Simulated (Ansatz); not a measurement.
Base system: AlN in the wurtzite structure (space group P6_3mc, No. 186; a = 3.1302 Å, c = 5.0180 Å).

All numbers come from PBE (Ansatz, a first-principles code; PAW; 420 eV plane waves; spin-orbit coupling left out).

Base values:

* **Shortest interatomic distance**: 1.902 Å
* **Valence-band top at Γ**: 0.00, -0.20, -0.20 eV
* **Band gap**: 4.03 eV

It is then changed as follows: a hydrostatic pressure of 0.9 GPa.

**Question.** What does the calculation give for the shortest interatomic distance, valence-band top at Γ and band gap after the change?

**Answer.** The shortest interatomic distance falls by 0.0029 Å (1.902 Å → 1.900 Å); the valence-band top at Γ (three highest levels, from the VBM) goes from 0.00, -0.20, -0.20 eV to 0.00, -0.21, -0.21 eV; the band gap goes up by 0.04 eV (4.03 eV → 4.07 eV).

Load acts through the strain it causes; cell and atoms are relaxed under it. Stability against distortions was not tested.
